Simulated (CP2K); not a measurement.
A user runs CP2K on VAg₂AsO₆ (P-1, 20 atoms in the cell) and asks whether the run is sound. The aim is a self-consistent single point with DFT LDA (Pade form), GPW, DZVP-MOLOPT-SR-GTH basis, GTH-PADE potentials (GTH_POTENTIALS).

Cell that was meant: a = 6.5357 Å, b = 6.5374 Å, c = 7.2062 Å, α = 91.66°, β = 116.09°, γ = 90.04°.

Part of the input:

```
        BETA 1
      &END MIXING
    &END SCF
    &XC
      &XC_FUNCTIONAL PADE
      &END XC_FUNCTIONAL
    &END XC
```

The program printed (abridged):

```
 GLOBAL| Method name                                                        CP2K
   [... lines left out ...]
                        No outer SCF

 Extrapolation method: initial_guess

 Number of electrons:                                                        152
 Number of occupied orbitals:                                                 76
 Number of molecular orbitals:                                               100

 Number of orbital functions:                                                334
 Number of independent orbital functions:                                    334
 SCF WAVEFUNCTION OPTIMIZATION

  Step     Update method      Time    Convergence         Total energy    Change

 *** WARNING in fm/cp_fm_elpa.F:518 :: Setting real_kernel for ELPA failed ***

     1 NoMix/Diag. 0.30E+00      -     1.87690249      -496.4226966826 -4.96E+02

 *** WARNING in fm/cp_fm_elpa.F:518 :: Setting real_kernel for ELPA failed ***

     2 Broy./Diag. 0.30E+00      -     0.63966065      -488.9225798752  7.50E+00

 *** WARNING in fm/cp_fm_elpa.F:518 :: Setting real_kernel for ELPA failed ***

     3 Broy./Diag. 0.30E+00      -     0.48527599      -491.5999579277 -2.68E+00

   [... lines left out ...]

    21 Broy./Diag. 0.30E+00      -     0.00000039      -495.9376509422  9.82E-07

 *** WARNING in fm/cp_fm_elpa.F:518 :: Setting real_kernel for ELPA failed ***

    22 Broy./Diag. 0.30E+00      -     0.00000013      -495.9376495489  1.39E-06

 *** WARNING in fm/cp_fm_elpa.F:518 :: Setting real_kernel for ELPA failed ***

    23 Broy./Diag. 0.30E+00      -     0.00000015      -495.9376498363 -2.87E-07

 *** WARNING in fm/cp_fm_elpa.F:518 :: Setting real_kernel for ELPA failed ***

    24 Broy./Diag. 0.30E+00      -     0.00000003      -495.9376496764  1.60E-07
  *** SCF run converged in    24 steps ***

  Overlap energy of the core charge distribution:               0.00000112863205
  Self energy of the core charge distribution:              -1013.06237116872660
  Core Hamiltonian energy:                                    293.04078116387916
  Hartree energy:                                             307.93851157031082
  Exchange-correlation energy:                                -83.85457237053326

  Total energy:                                              -495.93764967643790

 ENERGY| Total FORCE_EVAL ( QS ) energy [hartree]           -495.937649990517457

 FORCES| Atomic forces [hartree/bohr]
 FORCES|   Atom     x               y               z               |f|
   [... lines left out ...]
 STRESS|                        x                   y                   z
 STRESS|      x       -8.62802145182E+04  -2.52011871540E+03  -2.53426094277E+03
 STRESS|      y       -2.52011871540E+03  -1.11771837337E+05  -4.57466347141E+03
 STRESS|      z       -2.53426094277E+03  -4.57466347141E+03  -1.24285245328E+05
 STRESS| 1/3 Trace                                            -1.07445765728E+05
```

Can these results be used? Check the input.

The run is not sound. The fault is a single k-point for a small cell. The zone centre alone samples the bands of a small cell poorly; it suits large supercells. To fix it, use a k-point mesh or a larger supercell. The run converged in 24 iterations without an error; against the sound input the free energy rises by 59.6 meV/atom, the pressure goes from -11.05 to -10.74 GPa, the largest force goes from 1.768 to 2.969 eV/Å and the gap on the mesh goes from 1.399 to 1.663 eV. The full log also holds: “WARNING in fm/cp_fm_elpa.F:518 :: Setting real_kernel for ELPA failed”.

The sound input it was made from differs as follows (other fixes are possible):
```diff
+    &KPOINTS
+      SCHEME MONKHORST-PACK 3 3 3
+    &END KPOINTS
```

With that input, the run converged in 23 iterations: free energy E − TS -13496.3423 eV; top of the valence band (on the code's own zero) 3.38 eV; gap on the k-point mesh 1.40 eV; pressure -11.05 GPa; largest force (vector length) 1.768 eV/Å (DFT LDA (Pade form), GPW, DZVP-MOLOPT-SR-GTH basis, GTH-PADE potentials (GTH_POTENTIALS)).

On the sound input: the starting cell comes from a database of computed structures (which also holds hypothetical and non-ambient phases and stackings), without a prior relaxation at this level. Values carry the incompleteness of an atom-centred basis. With a pressure of about -11 GPa the cell is away from its equilibrium volume at this level. Forces in this geometry exceed 1 eV/Å.
